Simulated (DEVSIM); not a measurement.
# illuminated Si n-on-p cell, one wavelength, with a back-surface field

System: illuminated Si n-on-p cell, one wavelength, with a back-surface field, at 300 K.

```tsv
layer (left to right)	material	thickness (μm)	Nd (cm⁻³)	Na (cm⁻³)	τn (s)	τp (s)	absorption coefficient (cm⁻¹)
1	Si	0.160	1.4e19	-	4.7e-6	1.1e-6	3100
2	Si	24.0	-	3.3e16	3.9e-5	3.9e-5	3100
3	Si	1.10	-	1.6e18	3.9e-5	3.9e-5	3100
```

Left contact: ohmic, minority hole recombination velocity 50000 cm/s. Right contact: ohmic, minority electron recombination velocity 30000 cm/s. Voltage is applied to the left contact. Recombination: SRH at mid-gap, radiative, Auger. Gap narrowing is on: ΔEg = 6.92 meV × (l + √(l² + 0.5)), l = ln(N/1.3e17 cm⁻³), shared equally by both band edges. Light enters at the left, 3e16 photons cm⁻² s⁻¹, one pass, no reflection. Mobility is constant in doping.

The device is made up for the run: typed textbook-type constants, with dimensions and the other settings drawn at random. Values at 300 K.

```tsv
parameter	Si
gap (eV)	1.124
affinity (eV)	4.05
permittivity	11.7
Nc (cm⁻³)	2.86e19
Nv (cm⁻³)	3.1e19
μn (cm²/Vs)	1417
μp (cm²/Vs)	470
B (cm³/s)	4.7e-15
Cn (cm⁶/s)	2.8e-31
Cp (cm⁶/s)	9.9e-32
```

Simulated with DEVSIM: 1D drift-diffusion, Boltzmann statistics, complete ionisation; no tunnelling, impact ionisation, image-force lowering or self-heating.

| Item | Result |
|---|---|
| Potential step across the device at zero bias | 0.979 V |
| Dark forward voltage at 1 A/cm² | 0.698 V |
| Dark forward voltage at 100 A/cm² | 0.827 V |
| Short-circuit current | 4.72 mA/cm² |
| Open-circuit voltage | 0.559 V |
| Fill factor | 0.82 |
| Largest power | 2.16 mW/cm² |
| Share of generated pairs collected at short circuit | 0.983 |

Current under light (generator sign):

| V (V) | J (mA/cm²) |
|---|---|
| 0.00 | 4.72 |
| 0.08 | 4.72 |
| 0.16 | 4.72 |
| 0.24 | 4.72 |
| 0.32 | 4.72 |
| 0.40 | 4.71 |
| 0.42 | 4.70 |
| 0.44 | 4.68 |
| 0.46 | 4.62 |
| 0.48 | 4.50 |
| 0.50 | 4.24 |
| 0.52 | 3.67 |
| 0.54 | 2.45 |
| 0.56 | -0.207 |

Dark reverse current:

```
V (V)  J (A/cm²)
-----  ---------
0.04     2.5e-11
0.10     4.9e-11
0.20     8.1e-11
0.30     1.1e-10
0.40     1.4e-10
0.60     1.8e-10
0.80     2.3e-10
1.00     2.7e-10
1.30     3.2e-10
1.60     3.7e-10
2.00     4.3e-10
```
